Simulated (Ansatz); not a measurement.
# V3Si with two functionals, pressure 4.2 GPa

Consider V₃Si in the A15 (Cr3Si type) structure (space group Pm-3n, No. 223; a = 4.7014 Å).

(Cell as relaxed with PBE.)

Levels (all Ansatz, a first-principles code, PAW, earlier PAW set): PBE (420 eV, no SOC); PBEsol (420 eV, spin-orbit coupling left out).

Each level relaxes its own structure.

```csv
base,PBE,PBEsol
volume per atom,12.99 Å³,12.57 Å³
lattice parameter a,4.701 Å,4.650 Å
band gap,zero,zero
```

It is then changed as follows: cell and atoms relaxed at a pressure of 4.2 GPa.

```
quantity                           PBE   PBEsol
-----------------------------  -------  -------
shortest interatomic distance  2.334 Å  2.310 Å
band gap                          zero     zero
```

PBE's shortest interatomic distance lies 0.024 Å above PBEsol's (1.1 %); the two agree on the band gap. Neither level is exact; PBEsol is the comparison here, not a measurement.

Load acts through the strain it causes; cell and atoms are relaxed under it. Whether these cells are dynamically stable was not tested. Seeded moments were not kept for the base. The final runs are not spin-polarised.
